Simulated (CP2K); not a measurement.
Band structure of Ga₃P (I4/mmm, 4 atoms in the cell).

```
Ga3P
1.0
    5.83605     0.00000     0.00000
    3.40577     4.73923     0.00000
   -4.62091    -2.36961     2.66301
Ga P
3 1
Direct
  0.75000   0.25000   0.50000
  0.25000   0.75000   0.50000
  0.50000   0.50000   0.00000
  0.00000   0.00000   0.00000
```

Method of the run: PBEsol, GPW, DZVP-MOLOPT-SR-GTH basis, GTH-PBE potentials (GTH_POTENTIALS) (CP2K).

Settings: CUTOFF = 600 Ry; REL_CUTOFF = 60 Ry; SMEAR/METHOD = FERMI_DIRAC; ELECTRONIC_TEMPERATURE = 1160.45 K; KPOINTS/SCHEME = MONKHORST-PACK 8 8 8; GAMMA_CENTERED = T; XC_FUNCTIONAL = PBE:PBESOL; Ga/BASIS_SET = DZVP-MOLOPT-SR-GTH-q13; Ga/POTENTIAL = GTH-PBE-q13; P/BASIS_SET = DZVP-MOLOPT-SR-GTH-q5; P/POTENTIAL = GTH-PBE-q5; METHOD = GPW; EPS_DEFAULT = 1e-10; EXTRAPOLATION = USE_GUESS.

The starting cell comes from a database of computed structures (which also holds hypothetical and non-ambient phases and stackings), without a prior relaxation at this level. Values carry the incompleteness of an atom-centred basis. The potentials were made for another functional than the one used. The run gives no clean gap (levels at the Fermi energy touch, overlap or are partly filled at this smearing), which alone does not show that the compound is a metal.

Levels in eV from the Fermi level, bands 19 to 24:
```json
[
 {"point": "Γ", "19": "-2.12", "20": "-1.91", "21": "-1.91", "22": "0.23", "23": "0.23", "24": "0.69"},
 {"point": "X", "19": "-5.14", "20": "-4.67", "21": "-4.27", "22": "-2.14", "23": "-1.75", "24": "-0.43"},
 {"point": "Y", "19": "-5.82", "20": "-4.17", "21": "-2.97", "22": "-2.07", "23": "-1.62", "24": "-0.34"},
 {"point": "S", "19": "-4.31", "20": "-1.73", "21": "-0.73", "22": "1.20", "23": "1.73", "24": "2.22"},
 {"point": "Z", "19": "-2.45", "20": "-2.45", "21": "-0.26", "22": "0.14", "23": "1.32", "24": "1.57"},
 {"point": "S1", "19": "-4.31", "20": "-1.73", "21": "-0.73", "22": "1.20", "23": "1.73", "24": "2.22"},
 {"point": "N", "19": "-5.86", "20": "-0.96", "21": "-0.48", "22": "-0.22", "23": "1.91", "24": "2.36"},
 {"point": "P", "19": "-5.67", "20": "-3.37", "21": "-3.37", "22": "-3.32", "23": "-3.22", "24": "0.89"},
 {"point": "Y1", "19": "-5.82", "20": "-4.17", "21": "-2.97", "22": "-2.07", "23": "-1.62", "24": "-0.34"}
]
```

Bands cross the Fermi level along this path, so the cell is metallic at this level.

Higher empty bands are left out: an atom-centred basis made for the valence describes them poorly.
